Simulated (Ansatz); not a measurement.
# Relaxation of the atoms of Sc2GeB2Ir5 (P4/mbm, 20 atoms in the cell) at several settings

```yaml
crystal:
  lattice:
    - [9.28117, 0.00000, 0.00000]
    - [0.00000, 9.28117, 0.00000]
    - [0.00000, 0.00000, 3.17040]
  atoms:
    - { symbol: Sc, position: [0.67491, 0.17491, 0.00000] }
    - { symbol: Sc, position: [0.32509, 0.82509, 0.00000] }
    - { symbol: Sc, position: [0.82509, 0.67491, 0.00000] }
    - { symbol: Sc, position: [0.17491, 0.32509, 0.00000] }
    - { symbol: Ge, position: [0.00000, 0.00000, 0.00000] }
    - { symbol: Ge, position: [0.50000, 0.50000, 0.00000] }
    - { symbol: B, position: [0.12465, 0.62465, 0.00000] }
    - { symbol: B, position: [0.87535, 0.37535, 0.00000] }
    - { symbol: B, position: [0.37535, 0.12465, 0.00000] }
    - { symbol: B, position: [0.62465, 0.87535, 0.00000] }
    - { symbol: Ir, position: [0.21534, 0.07190, 0.50000] }
    - { symbol: Ir, position: [0.78466, 0.92810, 0.50000] }
    - { symbol: Ir, position: [0.92810, 0.21534, 0.50000] }
    - { symbol: Ir, position: [0.07190, 0.78466, 0.50000] }
    - { symbol: Ir, position: [0.71534, 0.42810, 0.50000] }
    - { symbol: Ir, position: [0.28466, 0.57190, 0.50000] }
    - { symbol: Ir, position: [0.42810, 0.28466, 0.50000] }
    - { symbol: Ir, position: [0.57190, 0.71534, 0.50000] }
    - { symbol: Ir, position: [0.50000, 0.00000, 0.50000] }
    - { symbol: Ir, position: [0.00000, 0.50000, 0.50000] }
```

Base: Ansatz (a first-principles code) with PBEsol, default PAW files made with PBE. Its settings: kpoints.mp_grid.grid = 3 3 7; hamiltonian.xc = pbesol; hamiltonian.pseudopotentials = {kind: paw} (the program's default PAW files); scf.occupations.method = fermi_dirac; scf.occupations.width = 0.05 eV. Starting volume 13.65 Å³ per atom.

Each line gives the change from the base single point and the result:

- relax: default → atoms: pressure -7.60 GPa; largest force (vector length) 0.010 eV/Å; relaxation steps 4; free energy against the base single point -0.5 meV/atom.
- atoms moved at random; scf.convergence.dr2_threshold: default (1e-07 eV) → 0.001 eV; relax: default → atoms; relax.f_tol: default → 0.03 eV/Å: pressure -7.58 GPa; largest force (vector length) 0.006 eV/Å; relaxation steps 4; free energy against the base single point -0.5 meV/atom.
- atoms moved at random; relax: default → atoms; relax.f_tol: default → 0.03 eV/Å: pressure -7.58 GPa; largest force (vector length) 0.005 eV/Å; relaxation steps 5; free energy against the base single point -0.5 meV/atom.

The starting cell comes from a database of computed structures (which also holds hypothetical and non-ambient phases and stackings), without a prior relaxation at this level. Spin polarisation is off. Ansatz's pressure includes its estimate of the finite-basis (Pulay) stress.

Keys are those of Ansatz 0.2.
